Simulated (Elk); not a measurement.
Band structure of BeBiO3 (Pm-3m, 5 atoms in the cell).

```xyz
5
Lattice="3.6738 0.0000 0.0000 0.0000 3.6738 0.0000 0.0000 0.0000 3.6738" Properties=species:S:1:pos:R:3 pbc="T T T"
Be     1.8369     1.8369     1.8369
Bi     0.0000     0.0000     0.0000
O      1.8369     1.8369     0.0000
O      0.0000     1.8369     1.8369
O      1.8369     0.0000     1.8369
```

Computed with Elk 10.2.4 with PBEsol, all-electron FP-LAPW, Elk's shipped species files, APW+lo basis with extra local orbitals.

Settings: xctype = 22; rgkmax = 7.5; stype = 0; swidth = 0.00183747 Ha; ngridk = 6 6 6; gmaxvr = 14 1/bohr; nxlo = 2; lorbcnd = true; lmaxi = 3.

The starting cell comes from a database of computed structures (which also holds hypothetical and non-ambient phases and stackings), without a prior relaxation at this level. Spin-orbit coupling is off. Values depend on the basis (sphere radii, cutoffs, local orbitals), which need not be converged. The run gives no clean gap (levels at the Fermi energy touch, overlap or are partly filled at this smearing), which alone does not show that the compound is a metal.

Levels in eV from the Fermi level, bands 15 to 22:
```json
[
 {"point": "Γ", "15": "-1.13", "16": "-0.61", "17": "-0.61", "18": "-0.61", "19": "7.89", "20": "7.89", "21": "7.89", "22": "9.67"},
 {"point": "X", "15": "-1.55", "16": "-0.41", "17": "-0.41", "18": "0.27", "19": "2.42", "20": "6.22", "21": "6.22", "22": "12.40"},
 {"point": "M", "15": "-1.71", "16": "-0.82", "17": "-0.10", "18": "0.38", "19": "4.26", "20": "5.51", "21": "5.51", "22": "11.69"},
 {"point": "R", "15": "-0.06", "16": "0.31", "17": "0.31", "18": "0.31", "19": "7.31", "20": "7.31", "21": "7.31", "22": "10.24"}
]
```

Bands cross the Fermi level along this path, so the cell is metallic at this level.
